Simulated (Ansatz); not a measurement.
C, pressure series

Take C in the diamond structure (space group Fd-3m, No. 227; a = 3.5603 Å) as the base.

Cell and atoms are relaxed at each pressure.

The values are results of Ansatz (an electronic-structure program) r2SCAN, without spin-orbit coupling, earlier PAW set, not measurements.

```tsv
case	electron mass	volume per atom	band gap
base	1.6 mₑ along k, 0.28 mₑ across (off the special points)	5.64 Å³	4.36 eV
pressure −2 GPa	1.6 mₑ along k, 0.27 mₑ across (off the special points)	___	4.35 eV
pressure −1 GPa	1.6 mₑ along k, 0.27 mₑ across (off the special points)	5.65 Å³	4.36 eV
pressure 1.8 GPa	1.6 mₑ along k, 0.27 mₑ across (off the special points)	5.62 Å³	4.37 eV
pressure 4.2 GPa	1.6 mₑ along k, 0.27 mₑ across (off the special points)	5.59 Å³	4.38 eV
pressure 9 GPa	1.5 mₑ along k, 0.27 mₑ across (off the special points)	___	4.41 eV
pressure 18 GPa	1.6 mₑ along k, 0.27 mₑ across (off the special points)	5.43 Å³	___
pressure 30 GPa	1.7 mₑ along k, 0.27 mₑ across (off the special points)	___	4.51 eV
pressure 45 GPa	1.6 mₑ along k, 0.28 mₑ across (off the special points)	5.18 Å³	4.57 eV
pressure 60 GPa	1.7 mₑ along k, 0.27 mₑ across (off the special points)	5.06 Å³	4.63 eV
```

Q: What belongs in the blanks?

A: 
- pressure −2 GPa, volume per atom: 5.67 Å³
- pressure 9 GPa, volume per atom: 5.53 Å³
- pressure 18 GPa, band gap: 4.45 eV
- pressure 30 GPa, volume per atom: 5.31 Å³

Load acts through the strain it causes; cell and atoms are relaxed under it. Masses are band curvatures over ±0.01 Å⁻¹ around the edge. Along k means along the line from Γ to the band edge. No phonon test of stability was made. No other phases were tried under pressure.
